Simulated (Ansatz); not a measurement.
Defect migration in monoclinic HfO2: Cl-vacancy pair (Cl on one host O site, one O site vacant), charge state +3. Calculation: PBE, PAW (plane waves to 420 eV; Ansatz, a first-principles code).

Cell of 96 host sites held at the relaxed PBE lattice; the Γ point alone; Fermi-Dirac width 0.01 eV, spin-restricted; finite-size errors left in. Static, classical nuclei. Spin-orbit coupling is left out. The charge state is imposed; whether it is stable for some Fermi level was not computed. Forms of the defect that were not tried may lie lower. The start lies 0.50 eV above the lowest site run (PBE).

Barriers: single points on a 2×2×2 k-point mesh shifted by half a step at the bands' geometries.

The step: one O atom jumps into the vacancy from a nearby O site (Cl-vacancy distance between ideal sites 2.55 → 4.05 Å); the atom moves 2.35 Å along (-0.01, 0.02, -0.44) of the unit cell; the moving atom starts with neighbours Hf at 2.23, 2 Hf at 2.25, Hf at 2.28; O at 2.56, O at 2.63, O at 2.78, O at 2.79 Å and ends with Cl at 2.75; Hf at 2.15, Hf at 2.17, Hf at 2.39, Hf at 2.52; O at 2.65, O at 2.80 Å.

Task: Give the migration barrier of this step at the level PBE, PAW.

Result: 0.76 eV forward and 0.40 eV backward. At the saddle the moving atom has neighbours Hf at 1.99, Hf at 2.00 Å. The saddle point's order was not checked.
